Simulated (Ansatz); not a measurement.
Input:

End structure of the (21-32) surface of hcp Zr in its 1x1 cell, outermost plane spacing 0.65 Å in the ideal cut:

```
CELL_PARAMETERS angstrom
      6.09740     0.00000     0.00000
      2.67005     7.83557     0.00000
      0.00000     0.00000    26.50000
ATOMIC_POSITIONS crystal
  Zr 0.61677 0.63799 0.31433
  Zr 0.07463 0.75330 0.33272
  Zr 0.33064 0.01974 0.34384
  Zr 0.79255 0.11647 0.36570
  Zr 0.99902 0.41538 0.37734
  Zr 0.46918 0.48235 0.40241
  Zr 0.69897 0.78325 0.41399
  Zr 0.15578 0.87031 0.43797
  Zr 0.39784 0.15149 0.44948
  Zr 0.85520 0.24399 0.47323
  Zr 0.08920 0.53328 0.48752
  Zr 0.54596 0.62078 0.51248
  Zr 0.77996 0.91007 0.52677
  Zr 0.23732 0.00257 0.55052
  Zr 0.47938 0.28376 0.56203
  Zr 0.93619 0.37082 0.58601
  Zr 0.16599 0.67172 0.59759
  Zr 0.63614 0.73869 0.62266
  Zr 0.84261 0.03759 0.63430
  Zr 0.30452 0.13433 0.65616
  Zr 0.56053 0.40077 0.66728
  Zr 0.01839 0.51608 0.68567
```

Model: 22-atom slab, 10.4 Å thick at the start (thin: gaps and levels are the slab's own), 7x5x1 mesh, Fermi-Dirac 0.1 eV, dipole correction, single point; on the structure that PBE left under its start's symmetry; no spin, no spin-orbit, no U.

Q: What work function of the top face does r2SCAN, at the PBE geometry (Ansatz, a program for electronic structure) give?

A: 3.55 eV

Q: What is the computed surface energy (mean of both faces) (r2SCAN, at the PBE geometry)?

A: 1.86 J/m²
